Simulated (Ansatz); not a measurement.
BN: electrons 2.0×10^22 cm⁻³

The reference is BN in the wurtzite structure (space group P6_3mc, No. 186; a = 2.554 Å, c = 4.224 Å).

It is then changed as follows: electron doping at 2.0×10^22 cm⁻³ (0.477 per cell), with a uniform compensating background at fixed cell and a 300 K Fermi–Dirac width.

Method: PBE (Ansatz, a first-principles code; PAW; 420 eV plane waves; without spin-orbit coupling), earlier PAW set. k-mesh 26×26×14 (Γ-centred); smearing 0.0259 eV (Fermi–Dirac).

```csv
quantity,base,changed,shift
gap between the host's bands,5.22 eV,4.03 eV,-1.19 eV
gap character,"indirect, Γ → K","indirect, Γ → K",–
largest internal atomic displacement,–,0.033 Å,–
Fermi level relative to the doped band's edge (positive inside the band; to 0.05 eV),–,+2.25 eV,–
```

Carriers are added with a uniform compensating background; total energy and stress of such cells depend on the potential's zero and are not compared; many-body gap narrowing is missing at this level. Stability against distortions was not tested.
